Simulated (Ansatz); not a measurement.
# Effect of Ba → Be on Ba

Base system: Ba in the bcc (W type) structure (space group Im-3m, No. 229; a = 4.882 Å).

One thing is altered: full substitution Ba → Be, then cell and atoms are relaxed.

Level of theory: Ansatz (a program for electronic structure) PBEsol, no spin-orbit coupling. k-mesh 26×26×26 (Γ-centred); smearing 0.05 eV (Fermi–Dirac), for the changed cell.

```csv
quantity,base,changed,shift
volume per atom,58.17 Å³,7.74 Å³,-50.43 Å³
density,3.92 g/cm³,1.93 g/cm³,-1.99 g/cm³
lattice parameter a,4.882 Å,2.493 Å,-2.389 Å
shortest interatomic distance,4.228 Å,2.159 Å,-2.069 Å
band gap,zero,zero,–
```

Final structure:

```yaml
crystal:
  lattice:
    - [-1.24631, 1.24631, 1.24631]
    - [1.24631, -1.24631, 1.24631]
    - [1.24631, 1.24631, -1.24631]
  atoms:
    - { symbol: Be, position: [0.00000, 0.00000, 0.00000] }
```

Stability against distortions was not tested. For Be in this form, whether it has been made was not checked. This is not the structure that Be has at room temperature and ambient pressure.
